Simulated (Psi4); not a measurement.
Psi4 1.11, PBE0/def2-svp: Mo(Cl)3(H)3 ([Cl][MoH3]([Cl])[Cl]), 7 atoms. The geometry is a generated start, not checked to be a minimum at this level.

| Property | Result |
|---|---|
| task | energy |
| method | pbe0 |
| basis | def2-svp |
| memory | 3 GB |
| maxiter | 100 |
| keys of the molecule block | symmetry c1 |
| scf_type | df (default) |
| guess | auto, which took SAD (default) |
| scf_initial_accelerator | adiis (default) |
| e_convergence | 1e-06 (default) |
| d_convergence | 1e-06 (default) |
| dft_radial_points | 75 (default) |
| dft_spherical_points | 302 (default) |
| effective core potentials | those of the basis set, past Kr |
| basis functions | 100 |
| grid points | 151177 |

```xyz
7

Mo    -0.0049     0.0149     0.0085
Cl     1.5786     1.1913     0.9293
Cl    -1.4239    -0.0725     1.6584
Cl    -0.9443     1.5469    -1.2206
H     -0.9315    -1.0890    -0.7658
H      0.7076    -1.3220     0.6291
H      1.0185    -0.2696    -1.2389
```

Charge 0 and multiplicity 1 are set for this test and not shown to be the ground state.

One run each on 2 threads. Values of diis_max_vecs tried: 3, 6, 10 (default), 20.

### Question
Predict the course of the SCF iterations along this series.

### Answer
Fewest SCF iterations, within one of each other: 6 with 10, 10 (default) with 10, 20 with 10. The count rises to 18 at 3. All converge to one solution.

```csv
diis_max_vecs,SCF iterations,end
3,18,same solution
6,10,same solution
10 (default),10,same solution
20,10,same solution
```
